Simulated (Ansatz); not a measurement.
Cost and result by functional for the adsorption energy of H on the 1x1 (111) surface of fcc Cu, one in a 2x2 cell, started at the site 'hollow Cu-Cu-Cu over Cu at depth 4.1 Å', in Ansatz (plane waves, PAW). Single points on the PBE structure, on one kind of machine; costs are rough ratios of the slab run's core time (references not counted) to the cheapest single point. r2SCAN's cost holds its higher cutoff (500 against 420 eV). Differences are taken against r2SCAN for comparison alone: no measured value is at hand, so the table doesn't rank accuracy.

Set-up: 17 atoms, 6.2 Å thick at the start under the adsorbate (thin: gaps and levels are the slab's own); mesh 6x6x1; 0.1 eV smearing; dipole correction on; 8 atoms held, the rest relaxed; symmetry of the start imposed; no spin, no spin-orbit, no U, no dispersion correction. At the end it is bonded to 3 Cu. In PBE it is, or lies within 0.03 eV of, the lowest of the starts that converged. These notes are the PBE run's. Adsorption energies are against ½ H2(g). A negative adsorption energy means that the adsorbate is more stable on the surface than in its reference.

```json
[
 {"functional": "RPBE", "relative cost": "1", "adsorption energy (eV)": "0.01", "less r2SCAN (eV)": "0.25"},
 {"functional": "r2SCAN", "relative cost": "2", "adsorption energy (eV)": "-0.23", "less r2SCAN (eV)": "0.00"},
 {"functional": "PBE (the relaxed run's value)", "relative cost": "–", "adsorption energy (eV)": "-0.14", "less r2SCAN (eV)": "0.09"}
]
```

The values span 0.25 eV, while the single points' costs differ by a factor of roughly 2. Differences are of unrounded values.

Ansatz is a quantum-chemistry and plane-wave program.
